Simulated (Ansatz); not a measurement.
The starting structures come from a database of crystals and need not be the phases stable at ambient conditions.

By PBEsol, the system below comes out a metal.

The ballistic (Sharvin) conductance counts the channels at the Fermi level: G/A = (e²/h) × channels of both spins per area.

Consider the following.

```yaml
crystal:
  lattice:
    - [2.81569, 0.00000, 0.00000]
    - [-0.93856, 2.65466, 0.00000]
    - [0.93856, 1.32733, 2.34592]
  atoms:
    - { symbol: Nb, position: [0.00000, 0.00000, 0.00000] }
```

The cell is strained (lengths across the current scaled by 0.98, ions clamped).

The current flows along the normal of the first two printed cell vectors. No spin-orbit coupling; the value is a mean over 0.1 eV about the Fermi level.

Problem. State the ballistic conductance per area according to PBEsol run with Ansatz (a quantum-chemistry and plane-wave program).

Solution. 1.9 × 10¹⁵ S/m² for both spins.
